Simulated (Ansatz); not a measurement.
# A computed series for CuI: pressure series

The reference is CuI in the zinc blende structure (space group F-43m, No. 216; a = 6.021 Å).

Cell and atoms are relaxed at each pressure.

The values are results of Ansatz (a quantum-chemistry and plane-wave program), r2SCAN, PAW, cutoff 500 eV, scalar-relativistic without spin-orbit coupling, earlier PAW set, not measurements.

```tsv
pressure (GPa)	volume per atom (Å³/atom)
-2	28.725
-1	27.940
0	27.283
3	25.721
15	22.265
30	20.005
50	18.171
75	?
100	15.625
```

Task: Fit the third-order Birch–Murnaghan form P(V) = (3B₀/2)[(V₀/V)^(7/3) − (V₀/V)^(5/3)]·[1 + (3/4)(B₀′ − 4)((V₀/V)^(2/3) − 1)] (squares taken in P) to the rows shown and predict the withheld row.

Result: Least squares on the printed values gives V₀ = 27.279 Å³/atom, B₀ = 45.0 GPa, B₀′ = 4.9; this predicts 16.676 Å³/atom, and the run gives 16.680 Å³/atom, 0.004 higher.

Measured bulk modulus of CuI: 36.6 GPa (temperature not stated; as listed in Abhijith M. Gopakumar et al., Physical Chemistry Chemical Physics (2017)); the computed value is for a static lattice, so the two differ by thermal effects too.

Load acts through the strain it causes; cell and atoms are relaxed under it. No phonon test of stability was made. Tetrahedral semiconductors of this kind turn to denser phases somewhere between about 1 and 50 GPa; those were not computed, so compressed cells here can lie past the real transition. The final runs are not spin-polarised.
